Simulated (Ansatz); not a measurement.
Data:

End structure of the (11-20) surface of hcp Zr in its 1x1 cell, outermost plane spacing 1.62 Å in the ideal cut:

```yaml
crystal:
  lattice:
    - [5.17004, 0.00000, 0.00000]
    - [0.00000, 5.59884, 0.00000]
    - [0.00000, 0.00000, 26.00000]
  atoms:
    - { symbol: Zr, position: [0.25000, 0.81252, 0.31948] }
    - { symbol: Zr, position: [0.75000, 0.18748, 0.31948] }
    - { symbol: Zr, position: [0.25000, 0.33632, 0.37635] }
    - { symbol: Zr, position: [0.75000, 0.66368, 0.37635] }
    - { symbol: Zr, position: [0.25000, 0.82913, 0.43823] }
    - { symbol: Zr, position: [0.75000, 0.17087, 0.43823] }
    - { symbol: Zr, position: [0.25000, 0.33215, 0.50000] }
    - { symbol: Zr, position: [0.75000, 0.66785, 0.50000] }
    - { symbol: Zr, position: [0.25000, 0.82913, 0.56177] }
    - { symbol: Zr, position: [0.75000, 0.17087, 0.56177] }
    - { symbol: Zr, position: [0.25000, 0.33632, 0.62365] }
    - { symbol: Zr, position: [0.75000, 0.66368, 0.62365] }
    - { symbol: Zr, position: [0.25000, 0.81252, 0.68052] }
    - { symbol: Zr, position: [0.75000, 0.18748, 0.68052] }
```

Model: 14-atom slab, 9.7 Å thick at the start (thin: gaps and levels are the slab's own), 7x7x1 mesh, Fermi-Dirac 0.1 eV, dipole correction, single point; on the structure that PBE left under its start's symmetry; no spin, no spin-orbit, no U.

Q: Predict the surface energy (mean of both faces) from Ansatz (an electronic-structure program) with r2SCAN, at the PBE geometry.

A: 1.77 J/m²

Q: Give the work function of the top face at the level r2SCAN, at the PBE geometry.

A: 3.12 eV
